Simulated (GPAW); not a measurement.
GPAW is run on Cu (I4_1/amd, 2 atoms in the cell), and the run fails. The aim is a self-consistent single point with DFT PBEsol, plane waves, GPAW PAW datasets PBEsol (made by gpaw-setup).

Input:

```python
from ase import Atoms
from ase.units import GPa
from gpaw import GPAW

atoms = Atoms(['Cu', 'Cu'],
              cell=[[-2.245152, 2.245152, 1.224982],
                    [2.245152, -2.245152, 1.224982],
                    [2.245152, 2.245152, -1.224982]],
              scaled_positions=[[0.750000, 0.250000, 0.500000],
                                [0.000000, 0.000000, 0.000000]],
              pbc=True)

calc = GPAW(mode={'name': 'pw', 'ecut': 550},
            xc='PBEsol',
            setups={'Cu': 'sv'},
            kpts=(15, 15, 15),
            occupations={'name': 'methfessel-paxton', 'width': 0.272, 'order': 0},
            nbands=-6,
            convergence={'density': 1e-05, 'energy': 1e-05},
            symmetry={'symmorphic': False, 'tolerance': 0.0005},
            maxiter=120)

atoms.calc = calc

energy = atoms.get_potential_energy()
print('Energy (eV):', round(energy, 6))
forces = atoms.get_forces()
print('Forces (eV/Ang):')
print(forces.round(5))
stress = atoms.get_stress()
print('Stress (GPa, Voigt):', (stress / GPa).round(4))
```

Log, with long lists cut:

```
Input parameters:
  convergence: {density: 1e-05,
                energy: 1e-05}
  kpts: [15 15 15]
  maxiter: 120
  mode: {ecut: 550,
         name: pw}
  nbands: -6
  occupations: {name: methfessel-paxton,
                order: 0,
                width: 0.272}
  setups: {Cu: sv}
  symmetry: {symmorphic: False,
             tolerance: 0.0005}
  xc: PBEsol

Traceback (most recent call last):
   [... frames left out ...]
FileNotFoundError: Could not find required PAW dataset file "Cu.sv.PBEsol".

You need to set the GPAW_SETUP_PATH environment variable to point to
the directories where PAW dataset and basis files are stored.  See
https://gpaw.readthedocs.io/install.html#install-paw-datasets
for details.
```

Q: From the messages shown, name the fault and mend the input.

A: The fault is a potential or basis that cannot be found. The input names a file or set that is not where the program looks, or that does not exist under that name. To fix it, correct the name or place the file. The program stopped before any SCF iteration.

An input that runs soundly differs in these lines (not the only fix; some lines may just follow from the change or write a value another way):
```diff
-            setups={'Cu': 'sv'},
```

With that input, the run converged in 13 iterations: free energy E − TS (from the program's reference atoms) -7.7412 eV; Fermi level (on the code's own zero) 7.23 eV (DFT PBEsol, plane waves, GPAW PAW datasets PBEsol (made by gpaw-setup)).

On the sound input: the starting cell was generated: these elements placed on a structure prototype, without a prior relaxation; it need not be a known phase or ordering of this composition. Spin polarisation is off.
